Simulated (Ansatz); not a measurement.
```
CELL_PARAMETERS angstrom
      3.40816     1.96770     2.40273
     -3.40816     1.96770     2.40273
      0.00000    -3.93540     2.40273
ATOMIC_POSITIONS crystal
  Rb 0.00400 0.00400 0.00400
  Ge 0.49812 0.49812 0.49812
  F  0.52168 0.52168 0.91049
  F  0.91049 0.52168 0.52168
  F  0.52168 0.91049 0.52168
```

The cell was generated from a structure type, relaxed within its symmetry, and need not be the phase found at ambient conditions. Rb is the large-site (A) cation and Ge the one bonded closest to the anions (B).

Q: Give the diagonal Born effective charges atom by atom and the electronic dielectric tensor from linear response, PBEsol in Ansatz (a program for electronic structure).

A: 
| atom | Z*xx | Z*yy | Z*zz |
|---|---|---|---|
| Rb1 | 1.20 | 1.20 | 1.35 |
| Ge2 | 2.49 | 2.49 | 2.48 |
| F3 | -0.57 | -1.88 | -1.28 |
| F4 | -1.56 | -0.90 | -1.28 |
| F5 | -1.56 | -0.90 | -1.28 |

ε∞ diagonal: 2.58, 2.58, 2.55. The k mesh is 6×6×6. At this level the polar cell without biaxial strain is unstable to a cell-doubling distortion (lowest mode away from Γ 75i cm⁻¹ on a 2×2×2 mesh), so it is not the ground state. At Γ this cell has an unstable mode of 11i cm⁻¹, so it is a symmetry-held saddle and not a minimum.

The PAW data sets were generated under PBE and serve the other functionals too.
